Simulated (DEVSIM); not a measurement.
# illuminated Si n-on-p cell, one wavelength, with a back-surface field

Device: illuminated Si n-on-p cell, one wavelength, with a back-surface field, at 300 K.

| layer (left to right) | material | thickness (μm) | Nd (cm⁻³) | Na (cm⁻³) | τn (s) | τp (s) | absorption coefficient (cm⁻¹) |
|---|---|---|---|---|---|---|---|
| 1 | Si | 0.220 | 1.5e18 | - | 6.7e-8 | 2.9e-8 | 99000 |
| 2 | Si | 58.0 | - | 9.7e16 | 2.1e-6 | 2.1e-6 | 99000 |
| 3 | Si | 0.230 | - | 3.7e18 | 2.1e-6 | 2.1e-6 | 99000 |

Left contact: ohmic, minority hole recombination velocity 1e6 cm/s. Right contact: ohmic, minority electron recombination velocity 1e5 cm/s. Voltage is applied to the left contact. Recombination: SRH at mid-gap, radiative, Auger. Light enters at the left, 2.1e17 photons cm⁻² s⁻¹, one pass, no reflection. Mobility is μmin + (μ − μmin)/(1 + (N/Nref)^α).

Constants are typed, rounded textbook-type inputs, not results; the design itself was drawn at random and stands for no fabricated device. Values at 300 K.

```
parameter           Si
-------------  -------
gap (eV)         1.124
affinity (eV)     4.05
permittivity      11.7
Nc (cm⁻³)      2.86e19
Nv (cm⁻³)       3.1e19
μn (cm²/Vs)       1417
μp (cm²/Vs)        470
μn,min              52
μp,min              45
Nref,n          9.7e16
Nref,p          2.2e17
αn                0.68
αp                0.72
B (cm³/s)      4.7e-15
Cn (cm⁶/s)     2.8e-31
Cp (cm⁶/s)     9.9e-32
```

Simulated with DEVSIM: 1D drift-diffusion, Boltzmann statistics, complete ionisation; no tunnelling, impact ionisation, image-force lowering or self-heating.

| Property | Result |
|---|---|
| Potential step across the device at zero bias | 0.993 V |
| Dark forward voltage at 1 A/cm² | 0.695 V |
| Dark forward voltage at 100 A/cm² | 0.866 V |
| Short-circuit current | 16.7 mA/cm² |
| Open-circuit voltage | 0.588 V |
| Fill factor | 0.82 |
| Largest power | 8.01 mW/cm² |
| Share of generated pairs collected at short circuit | 0.495 |

Small-signal capacitance in reverse bias (quasi-static):

| V (V) | C (nF/cm²) |
|---|---|
| 0.04 | 92.5 |
| 0.1 | 89.5 |
| 0.2 | 85.1 |
| 0.3 | 81.3 |
| 0.4 | 77.9 |
| 0.6 | 72.3 |
| 0.8 | 67.8 |
| 1 | 64.0 |
| 1.3 | 59.4 |

Dark forward current:

| V (V) | J (A/cm²) |
|---|---|
| -0.05 | -6.0e-10 |
| -0.10 | -2.2e-9 |
| -0.15 | -6.8e-9 |
| -0.20 | -2.2e-8 |
| -0.25 | -8.3e-8 |
| -0.30 | -3.8e-7 |
| -0.35 | -2.1e-6 |
| -0.40 | -1.3e-5 |
| -0.45 | -8.3e-5 |
| -0.50 | -0.00056 |
| -0.55 | -0.0039 |
| -0.60 | -0.027 |
| -0.65 | -0.18 |
| -0.70 | -1.2 |
| -0.75 | -6.9 |
| -0.80 | -27 |
| -0.85 | -76 |
| -0.90 | -180 |
| -0.95 | -370 |
| -1.00 | -690 |
| -1.05 | -1100 |
| -1.10 | -1800 |
| -1.15 | -2500 |
